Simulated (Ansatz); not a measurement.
**AlN under a change: tensor shear ε_xy = +0.86 %**

Base system: AlN in the zinc blende structure (space group F-43m, No. 216; a = 4.378 Å). Axes: x, y, z lie along the cube axes.

It is then changed as follows: tensor shear ε_xy = +0.86 % (engineering shear γ = 0.0172), atoms relaxed at fixed cell.

The values are results of PBEsol in Ansatz (plane waves to 420 eV, PAW, scalar-relativistic without spin-orbit coupling), not measurements. Settings: 13×13×13 k-points, 0.05 eV Fermi–Dirac smearing.

- Volume per atom: 10.49 Å³ (base 10.49 Å³)
- Space group: Imm2 (No. 44) (base F-43m (No. 216))
- Shortest interatomic distance: 189.1 pm (base 189.6 pm)
- Energy relative to the base (free energy F): +1.7 meV/atom
- Pressure (mean of the normal stresses, compression positive): 0.01 GPa (base -0.01 GPa)
- Band gap: 3.11 eV (base 3.19 eV)
- Gap character: indirect, Γ → X
- Smallest direct gap: 3.98 eV (base 4.06 eV)
- Valence-band top at Γ (three highest levels, from the VBM): 0.00, -0.08, -0.15 eV
- Valley order (the lowest conduction-band minima on the path, energy above the VBM, named in the base's zone): X along [001] 3.11 eV; X along [010] 3.12 eV; Γ 3.98 eV (base X along ⟨100⟩ 3.19 eV; Γ 4.06 eV)
- Stress (xx, yy, zz, yz, xz, xy; compression positive): (0.03, 0.03, -0.03, 0.00, 0.00, -3.08) GPa

The cells carry an imposed strain or load. Stability against distortions was not tested. This is not the structure that AlN has at room temperature and ambient pressure. Labels are those of the standard path for the cell's own space group.

Ansatz is a program for electronic structure.
